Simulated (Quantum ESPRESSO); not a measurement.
Input and output of a self-consistent single point for FeNi3 (Pm-3m, 4 atoms in the cell) (Quantum ESPRESSO).

Method: PBE, PSlibrary PAW (PBE) pseudopotentials (plane waves; Quantum ESPRESSO 7.5).

The change in words: lattice scaled by 0.98. Reference geometry:
```xyz
4
Lattice="3.5599 0.0000 0.0000 0.0000 3.5599 0.0000 0.0000 0.0000 3.5599" Properties=species:S:1:pos:R:3 pbc="T T T"
Fe     0.0000     0.0000     0.0000
Ni     0.0000     1.7800     1.7800
Ni     1.7800     0.0000     1.7800
Ni     1.7800     1.7800     0.0000
```
Moments meant for the start (each program seeds them in its own way; μB, in the order of the atoms Fe Ni Ni Ni): 4.0 2.0 2.0 2.0.

Reference input (self-consistent single point, DFT, PBE, plane waves, PSlibrary PAW (PBE) pseudopotentials): ecutwfc = 55 Ry; ecutrho = 330 Ry; occupations = smearing; smearing = fd; degauss = 0.0036749 Ry; nspin = 2; potentials = {Fe: Fe.pbe-n-kjpaw_psl.1.0.0.UPF, Ni: Ni.pbe-n-kjpaw_psl.1.0.0.UPF}; K_POINTS = automatic 8 8 8 0 0 0; conv_thr = 1e-10 Ry; mixing_beta = 0.5. This run's input differs from it in these lines:

```diff
@@ -28,5 +28,5 @@
 CELL_PARAMETERS angstrom
-   3.559917000     0.000000000     0.000000000
-   0.000000000     3.559917000     0.000000000
-   0.000000000     0.000000000     3.559917000
+   3.488719000     0.000000000     0.000000000
+   0.000000000     3.488719000     0.000000000
+   0.000000000     0.000000000     3.488719000
 ATOMIC_POSITIONS crystal
```

The program printed (abridged):

```
     Self-consistent Calculation

     iteration #  1     ecut=    55.00 Ry     beta= 0.50

     total energy              =    -697.35922228 Ry
     estimated scf accuracy    <       2.36294123 Ry

     total magnetization       =     4.85 Bohr mag/cell
     absolute magnetization    =     4.88 Bohr mag/cell

     iteration #  2     ecut=    55.00 Ry     beta= 0.50

     total energy              =    -697.80008713 Ry
     estimated scf accuracy    <      29.42744670 Ry

     total magnetization       =     4.13 Bohr mag/cell
     absolute magnetization    =     4.14 Bohr mag/cell

     iteration #  3     ecut=    55.00 Ry     beta= 0.50

   [... lines left out ...]

     iteration # 31     ecut=    55.00 Ry     beta= 0.50

     total energy              =    -698.90032153 Ry
     estimated scf accuracy    <          2.8E-09 Ry

     total magnetization       =     4.76 Bohr mag/cell
     absolute magnetization    =     5.23 Bohr mag/cell

     iteration # 32     ecut=    55.00 Ry     beta= 0.50

     Magnetic moment per site  (integrated on atomic sphere of radius R)
     atom   1 (R=0.292)  charge=  6.4153  magn=  2.8445
     atom   2 (R=0.292)  charge=  8.7315  magn=  0.6869
     atom   3 (R=0.292)  charge=  8.7315  magn=  0.6869
     atom   4 (R=0.292)  charge=  8.7315  magn=  0.6869
     End of self-consistent calculation

     the Fermi energy is    14.4972 ev

!    total energy              =    -698.90032153 Ry
     estimated scf accuracy    <          8.6E-11 Ry
     smearing contrib. (-TS)   =      -0.00200817 Ry
     internal energy E=F+TS    =    -698.89831336 Ry

     total magnetization       =     4.76 Bohr mag/cell
     absolute magnetization    =     5.23 Bohr mag/cell

     convergence has been achieved in  32 iterations

     Forces acting on atoms (cartesian axes, Ry/au):

     atom    1 type  1   force =     0.00000000    0.00000000    0.00000000
   [... zero for the other atoms too ...]

     Total force =     0.000000     Total SCF correction =     0.000000

          total   stress  (Ry/bohr**3)                   (kbar)     P=      109.36
   0.00074343   0.00000000   0.00000000          109.36        0.00        0.00
   0.00000000   0.00074343   0.00000000            0.00      109.36        0.00
   0.00000000   0.00000000   0.00074343            0.00        0.00      109.36

   JOB DONE.
```

The run converged in 32 iterations. Against the reference run the free energy goes up by 18.2 meV/atom, the pressure goes from -2.05 to 10.94 GPa and the size of the net moment goes from 1.23 to 1.19 μB/atom. The full log also holds: “c_bands:  1 eigenvalues not converged”.

The starting cell comes from a database of computed structures (which also holds hypothetical and non-ambient phases and stackings), without a prior relaxation at this level. Its lattice was rescaled by a random factor within 2.5 % of one. For this run, on top of that: lattice scaled by 0.98. The magnetic order is the one reached from the typed start; others were not searched systematically. With a pressure of about 11 GPa the cell is away from its equilibrium volume at this level.

Cost on one core of a shared machine: roughly 3 min.
